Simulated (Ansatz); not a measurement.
## Ga₃AlN₄ (model structure, P3m1, No. 156, 8 atoms in the cell): properties by level of theory

```json
[
 {"level (code)": "LDA (Ansatz)", "lattice constant a (Å)": "3.135", "lattice parameter c (Å)": "10.193", "cohesive energy (eV/atom)": "5.70"},
 {"level (code)": "PBE (Ansatz)", "lattice constant a (Å)": "3.195", "lattice parameter c (Å)": "10.387", "cohesive energy (eV/atom)": "4.72"},
 {"level (code)": "PBEsol (Ansatz)", "lattice constant a (Å)": "3.165", "lattice parameter c (Å)": "10.283", "cohesive energy (eV/atom)": "5.15"},
 {"level (code)": "r²SCAN (Ansatz)", "lattice constant a (Å)": "3.163", "lattice parameter c (Å)": "10.278", "cohesive energy (eV/atom)": "4.80"}
]
```

Ansatz's density-functional and Hartree–Fock values are scalar-relativistic unless marked +SOC, with PAW data made under PBE.

Free atoms are spin-polarised, in the lowest state found; at levels without +SOC their spin–orbit coupling is left out.

The computed numbers hold no vibrational or temperature effects.

A model structure was made by putting elements into a prototype or built by hand; it is no filed structure, need not be a known phase, and can be a saddle point held by its symmetry.

Ansatz is an electronic-structure program.
